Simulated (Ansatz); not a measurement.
Consider the following.

```
CELL_PARAMETERS angstrom
      0.00000     1.77690     1.76801
      1.77690     0.00000     1.76801
      1.77690     1.77690     0.00000
ATOMIC_POSITIONS crystal
  C  0.00000 0.00000 0.00000
  C  0.25000 0.25000 0.25000
```

No spin polarisation.

Computed with PBEsol/PAW in Ansatz (a program for electronic structure), without spin-orbit coupling. Settings: 16×16×16 k-points, 0.05 eV Fermi–Dirac smearing.

Problem. Predict the stress and space group.

Solution. 
* **Stress (xx, yy, zz, yz, xz, xy; compression positive)**: (0.73, 0.73, 5.40, 0.00, 0.00, 0.00) GPa
* **Space group**: I4_1/amd (No. 141)

The cells carry an imposed strain or load. Whether these cells are dynamically stable was not tested. The cell was made from C in the diamond structure (space group Fd-3m, No. 227) by this change: uniaxial strain ε_zz = −0.50 %.
